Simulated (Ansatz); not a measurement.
Input and output of a self-consistent single point for IrPd3 (Pm-3n, 8 atoms in the cell) (Ansatz, a first-principles code).

Computed with revPBE, default PAW files made with PBE (plane waves; Ansatz).

```xyz
8
Lattice="4.7895 0.0000 0.0000 0.0000 4.7895 0.0000 0.0000 0.0000 4.7895" Properties=species:S:1:pos:R:3 pbc="T T T"
Pd     1.1974     0.0000     2.3948
Pd     3.5922     0.0000     2.3948
Pd     0.0000     2.3948     1.1974
Pd     0.0000     2.3948     3.5922
Pd     2.3948     1.1974     0.0000
Pd     2.3948     3.5922     0.0000
Ir     0.0000     0.0000     0.0000
Ir     2.3948     2.3948     2.3948
```

Reference input (self-consistent single point, DFT, revPBE, plane waves, default PAW files made with PBE): basis.ecutwfc = 420 eV; kpoints.mp_grid.grid = 9 9 9; hamiltonian.xc = revpbe; hamiltonian.pseudopotentials = {kind: paw} (the program's default PAW files); scf.occupations.method = methfessel_paxton; scf.occupations.width = 0.2 eV. This run's input differs from it in these lines:

Ansatz 0.2 input:
```diff
@@ -15,3 +15,3 @@
 basis:
-  ecutwfc: 420.0
+  ecutwfc: 335.0
 kpoints:
```

Output, abridged:

```
SCF iter   1: F=—  HF=-65755.705803 eV  |F-HF|=—  |Δ(HF+E_count)|=         —  Δρ=8.71e-3  dr2=4.69e-2  ethr=1.77e-3  ⟨swp⟩=5.1  Hψ=10474  notcnv=0  defer=68
all-band conjugate gradients solve this SCF's bands
preconditioner: auto → Kerker (q_TF=auto, 2.847 Å⁻¹)
SCF iter   2: F=—  HF=-65755.701141 eV  |F-HF|=—  |Δ(HF+E_count)|=   4.66e-3  S|Δr|=    0.00e0  Δρ=4.62e-3  dr2=1.29e-2  ethr=3.30e-5  ⟨swp⟩=1.0  Hψ=3477  notcnv=0  defer=69
SCF iter   3: F=—  HF=-65755.699558 eV  |F-HF|=—  |Δ(HF+E_count)|=   1.58e-3  S|Δr|=    0.00e0  Δρ=5.08e-4  dr2=1.74e-4  ethr=9.10e-6  ⟨swp⟩=2.0  Hψ=4032  notcnv=0  defer=69
SCF iter   4: F=—  HF=-65755.699556 eV  |F-HF|=—  |Δ(HF+E_count)|=   2.67e-6  S|Δr|=    0.00e0  Δρ=1.14e-4  dr2=6.94e-6  ethr=1.23e-7  ⟨swp⟩=2.0  Hψ=4091  notcnv=0  defer=69
SCF iter   5: F=—  HF=-65755.699372 eV  |F-HF|=—  |Δ(HF+E_count)|=   1.84e-4  S|Δr|=    0.00e0  Δρ=2.57e-5  dr2=4.41e-7  ethr=4.89e-9  ⟨swp⟩=2.0  Hψ=4381  notcnv=0  defer=69
SCF iter   6: F=-65755.699372 eV  HF=-65755.699372 eV  |F-HF|=1.75e-8  |Δ(HF+E_count)|=   1.43e-7  S|Δr|=    0.00e0  Δρ=5.77e-6  dr2=4.10e-8  ethr=7.04e-11  ⟨swp⟩=8.8  Hψ=10584  notcnv=0
SCF 1 converged in 6 iterations: F = -65755.699372 eV  dr2 = 4.10e-8
Stability not checked (fill_not_monotonic)
Free energy (F): -65755.699372 eV
Internal energy: -65755.669206 eV  (E = F + TS)
E sigma→0 (E₀):  -65755.691830 eV
Entropy (-TS):   -0.030166 eV (-3.771 meV/atom)
Fermi energy:    23.230436 eV
--- Forces (eV/Å), atoms counted from 1 ---
  atom   1  Pd    -0.00000000    -0.00000000     0.00000000
   [... zero for the other atoms too ...]
--- Stress (GPa, compression-positive) ---
       35.478445       0.000000       0.000000
       -0.000000      35.478445       0.000000
        0.000000      -0.000000      35.478445
  P = ⅓ Tr σ = 35.4784 GPa (354.784 kbar)
  The stress holds the Pulay correction. Without it, at fixed plane waves, as pw.x and ABINIT print it: P = 31.2051 GPa
```

The run converged in 6 iterations. Against the reference run the free energy rises by 25.8 meV/atom and the pressure moves little (35.45 to 35.48 GPa).

The starting cell was generated: these elements placed on a structure prototype, without a prior relaxation; it need not be a known phase or ordering of this composition. Spin polarisation is off. Ansatz's pressure includes its estimate of the finite-basis (Pulay) stress. Without the estimate this run gives 31.21 GPa. The cutoff lies below the one recommended for these files.
